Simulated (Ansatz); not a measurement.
The reference is Pt in the fcc (Cu type) structure (space group Fm-3m, No. 225; relaxed with 0.1 eV smearing).

```
Pt
1.0
    0.00000     1.95989     1.95989
    1.95989     0.00000     1.95989
    1.95989     1.95989     0.00000
Pt
1
Direct
  0.00000   0.00000   0.00000
```

Cartesian axes are those of the cell as printed.

Calculations: Ansatz (an electronic-structure program), PBEsol, PAW, cutoff 420 eV, no spin-orbit coupling.

Now apply this change: the cell is compressed by 1.50 % along z with no lateral relaxation; the atoms relax in the strained cell.

Q: Predict the stress tensor and what it implies for the stiffness.

A: Stress of the strained cell less that of the base (GPa, compression positive):
```
    4.0     0.0     0.0
    0.0     4.0     0.0
    0.0     0.0     5.6
```

Then −Δσ_ii/ε with ε = -0.0150 gives secant stiffness values (nonlinear terms included at this strain): C33 ≈ 374 GPa, C13 ≈ 265 GPa and C23 ≈ 265 GPa.

No phonon test of stability was made. The final runs are not spin-polarised.
